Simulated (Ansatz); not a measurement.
# What x(P) = 0.667, 12 atoms, P4/mmm does to Cu3N

The reference is Cu3N (space group Pm-3m, No. 221; a = 3.765 Å).

The other end (x = 1) is Cu3P in the anti-ReO3 type structure (space group Pm-3m, No. 221; a hypothetical phase, not in the database extracts checked): 20.12 Å³/atom, gap 0.39 eV; this end may not be an ambient phase.

Modification: P replaces 66.7 % of the N, ordered in a cell of 12 atoms (starting symmetry P4/mmm) and fully relaxed.

All numbers come from Ansatz (a first-principles code) PBEsol, spin-orbit coupling left out. Settings: 12×12×4 k-points, 0.05 eV Fermi–Dirac smearing, for the changed cell.

| quantity | base | changed | shift |
|---|---|---|---|
| volume per atom | 13.34 Å³ | 15.79 Å³ | +2.45 Å³ |
| density | 6.37 g/cm³ | 5.68 g/cm³ | -0.69 g/cm³ |
| shortest interatomic distance | 1.882 Å | 1.873 Å | -0.009 Å |
| band gap | zero | zero | – |
| mixing energy (to 0.01 eV only: unlike meshes or grids) (against an end that may be hypothetical) | – | -0.06 eV/atom | – |
| deviation of the volume from the linear (Vegard-type) interpolation | – | -11.6 % | – |

Final structure:

```
Cu9P2N
1.0
    3.74665     0.00000     0.00000
    0.00000     3.74665     0.00000
    0.00000     0.00000    13.49690
P N Cu
2 1 9
Direct
  0.00000   0.00000   0.79793
  0.00000   0.00000   0.20207
  0.00000   0.00000   0.50000
  0.50000   0.00000   0.89135
  0.50000   0.00000   0.10865
  0.50000   0.00000   0.50000
  0.00000   0.00000   0.00000
  0.00000   0.00000   0.36011
  0.00000   0.00000   0.63989
  0.00000   0.50000   0.89135
  0.00000   0.50000   0.10865
  0.00000   0.50000   0.50000
```

Each cell is one ordered arrangement of few atoms, which overstates ordering effects compared with a random alloy. Whether these cells are dynamically stable was not tested. All final runs are without spin polarisation. Cu9P2N has a high density of states at the Fermi level and may be magnetic at this level. Under x(P) = 0.667, 12 atoms, P4/mmm the cell changed shape so far that it is another structure. Gaps under 0.05 eV, about the width of the smearing, are given as zero. The zero or small gap of Cu3N can change with the level of theory.
